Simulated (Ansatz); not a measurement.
The reference is SiC (space group Pm-3n, No. 223; a = 5.3574 Å; a hypothetical phase, not in the database extracts checked). Axes: x, y, z lie along the cube axes.

The values are results of PBE in Ansatz (plane waves to 420 eV, PAW, spin-orbit coupling left out), not measurements.

The change: tensor shear ε_yz = −0.73 % (engineering shear γ = -0.0146), atoms relaxed at fixed cell.

**Question.** Predict the stress tensor and what it implies for the stiffness.

**Answer.** Stress of the strained cell less that of the base (GPa, compression positive):
```
   0.02    0.00    0.00
   0.00   -0.02    1.22
   0.00    1.22   -0.02
```

Then −Δσ/γ with γ = 2ε = -0.0146 gives relaxed-ion elastic constants: C44 ≈ 83 GPa.

No phonon test of stability was made.

Ansatz is a first-principles code.
